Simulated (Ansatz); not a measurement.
Al2O3 (R-3c) under hydrostatic pressure: hole mass along x by PBEsol, rigid bands (plane waves, PAW, scalar-relativistic; Ansatz, a first-principles code). The unloaded cell, whose axes the loads refer to:

```cif
data_Al12O18
_chemical_formula_sum 'Al12 O18'
_space_group_name_H-M_alt 'R-3c :H'
_space_group_IT_number 167
_space_group_name_Hall '-R 3 2"c'
_cell_length_a 4.77387
_cell_length_b 4.77387
_cell_length_c 13.01481
_cell_angle_alpha 90.000
_cell_angle_beta 90.000
_cell_angle_gamma 120.000
loop_
_atom_site_label
_atom_site_type_symbol
_atom_site_symmetry_multiplicity
_atom_site_Wyckoff_symbol
_atom_site_fract_x
_atom_site_fract_y
_atom_site_fract_z
_atom_site_occupancy
Al1 Al 12 c 0.00000 0.00000 0.14792 1
O1 O 18 e 0.30586 0.30586 0.75000 1
```
(The calculation used a cell of 10 atoms; values per cell refer to that cell.)

```csv
hydrostatic pressure (GPa),volume per atom (Å³),hole mass along x (mₑ)
-2,8.63,4.32
0,8.56,4.48
5,8.39,4.81
15,8.10,?
```

Question: Fit a straight line to ln(hole mass along x) against the load over the rows given, and predict the row at 15 GPa.

Answer: The means are x̄ = 1.000 GPa and ȳ = 1.5112; Σ(x − x̄)(y − ȳ) = 0.3934 and Σ(x − x̄)² = 26.00, so the slope is 1.51 % per GPa, and the rows given lie within 0.36 % of the line. At 15 GPa the line gives 5.60 mₑ; the calculation gives 4.99 mₑ, 12 % from it, so the trend bends or changes character over this range.

Masses are for dilute carriers at 300 K, harmonic means over directions unless an axis is named. Spin-orbit coupling is left out. Stresses and pressures are the targets of the relaxation. The structure type is held at every load. Geometry: cell and atoms relaxed with PBEsol.
